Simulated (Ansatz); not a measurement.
Effect of isotropic strain −1.34 % on CrPdO2

The parent structure is CrPdO2 (space group R-3m, No. 166; a = 2.916 Å, c = 17.949 Å (hexagonal axes); ferromagnetic; a cell from a computed database, its experimental status unchecked; relaxed with 0.1 eV smearing).

The change: an isotropic linear strain of −1.34 %; the atoms relax in the strained cell.

Calculations: Kohn–Sham DFT with the PBEsol functional, run in Ansatz (an electronic-structure program) with PAW and 420 eV plane waves, no spin-orbit coupling. Settings: 21×21×21 k-points, 0.1 eV Fermi–Dirac smearing.

Space group: R-3m (No. 166) (base R-3m (No. 166))
Energy relative to the base (free energy F): +12 meV/atom
Pressure (mean of the normal stresses, compression positive): 9.2 GPa (base 0.0 GPa)
Band gap: zero (base zero)
Magnetic state: ferromagnetic (base ferromagnetic)
Largest site moment: 2.19 μB (base 2.24 μB)

Final structure:

```
CELL_PARAMETERS angstrom
      1.43835     0.83043     5.90280
     -1.43835     0.83043     5.90280
      0.00000    -1.66087     5.90280
ATOMIC_POSITIONS crystal
  Cr 0.50000 0.50000 0.50000
  Pd 0.00000 0.00000 0.00000
  O  0.88880 0.88880 0.88880
  O  0.11120 0.11120 0.11120
```

Cost of the whole job for the changed cell (relaxation, final SCF and bands): around 8 core-minutes (rough).

Stability against distortions was not tested. No Hubbard U is applied and the magnetic state is the run's own (CrPdO2 ferromagnetic); other magnetic orders, which need larger cells, were not tried and can change the gap.
